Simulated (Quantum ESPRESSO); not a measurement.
A self-consistent single point of ScGe (Cmcm, 4 atoms in the cell) with Quantum ESPRESSO.

Level of theory: LDA (PZ), GBRV 1.5 ultrasoft (LDA) pseudopotentials (plane waves; Quantum ESPRESSO).

```xyz
4
Lattice="1.9555 -4.9266 0.0000 1.9555 4.9266 0.0000 0.0000 0.0000 3.6821" Properties=species:S:1:pos:R:3 pbc="T T T"
Sc     1.9555    -3.5768     2.7616
Sc     1.9555     3.5768     0.9205
Ge     1.9555    -0.8820     2.7616
Ge     1.9555     0.8820     0.9205
```

Reference input (self-consistent single point, DFT, PBEsol, plane waves, GBRV 1.5 ultrasoft (PBESOL) pseudopotentials): ecutwfc = 50 Ry; ecutrho = 400 Ry; occupations = smearing; smearing = fermi-dirac; degauss = 0.0073499 Ry; potentials = {Sc: sc_pbesol_v1.uspp.F.UPF, Ge: ge_pbesol_v1.4.uspp.F.UPF}; K_POINTS = automatic 7 7 7 0 0 0; conv_thr = 1e-10 Ry. This run's input differs from it in these lines:

```diff
@@ -22,4 +22,4 @@
 ATOMIC_SPECIES
-Sc    44.9559  sc_pbesol_v1.uspp.F.UPF
-Ge    72.6300  ge_pbesol_v1.4.uspp.F.UPF
+Sc    44.9559  sc_lda_v1.uspp.F.UPF
+Ge    72.6300  ge_lda_v1.4.uspp.F.UPF
 ATOMIC_POSITIONS {angstrom}
```

Log, with long lists cut:

```
     Self-consistent Calculation

     iteration #  1     ecut=    50.00 Ry     beta= 0.70

     Threshold (ethr) on eigenvalues was too large:
     Diagonalizing with lowered threshold

     total energy              =    -615.05225020 Ry
     estimated scf accuracy    <       0.05062260 Ry

     iteration #  2     ecut=    50.00 Ry     beta= 0.70

     total energy              =    -615.05881552 Ry
     estimated scf accuracy    <       0.02696539 Ry

     iteration #  3     ecut=    50.00 Ry     beta= 0.70

     total energy              =    -615.06623879 Ry
     estimated scf accuracy    <       0.00390246 Ry

   [... 5 blocks of this kind left out ...]

     iteration #  9     ecut=    50.00 Ry     beta= 0.70

     total energy              =    -615.06704898 Ry
     estimated scf accuracy    <          1.7E-09 Ry

     iteration # 10     ecut=    50.00 Ry     beta= 0.70
     End of self-consistent calculation

     the Fermi energy is    12.2631 ev

!    total energy              =    -615.06704898 Ry
     estimated scf accuracy    <          2.3E-11 Ry
     smearing contrib. (-TS)   =      -0.00522401 Ry
     internal energy E=F+TS    =    -615.06182497 Ry

     convergence has been achieved in  10 iterations

     Forces acting on atoms (cartesian axes, Ry/au):

     atom    1 type  1   force =    -0.00000000   -0.00141593    0.00000000
     atom    2 type  1   force =     0.00000000    0.00141593    0.00000000
     atom    3 type  2   force =     0.00000000   -0.00088137    0.00000000
     atom    4 type  2   force =     0.00000000    0.00088137    0.00000000

     Total force =     0.002359     Total SCF correction =     0.000030

          total   stress  (Ry/bohr**3)                   (kbar)     P=       15.10
   0.00008891   0.00000000   0.00000000           13.08        0.00        0.00
   0.00000000   0.00009134   0.00000000            0.00       13.44        0.00
   0.00000000   0.00000000   0.00012776            0.00        0.00       18.79

   JOB DONE.
```

The run converged in 10 iterations. Against the reference run the pressure goes from 4.93 to 1.51 GPa and the largest force goes from 0.009 to 0.036 eV/Å.

The starting cell comes from a database of computed structures (which also holds hypothetical and non-ambient phases and stackings), without a prior relaxation at this level. Its lattice was rescaled by a random factor within 2.5 % of one.

Cost on one core of a shared machine: roughly 2 min.
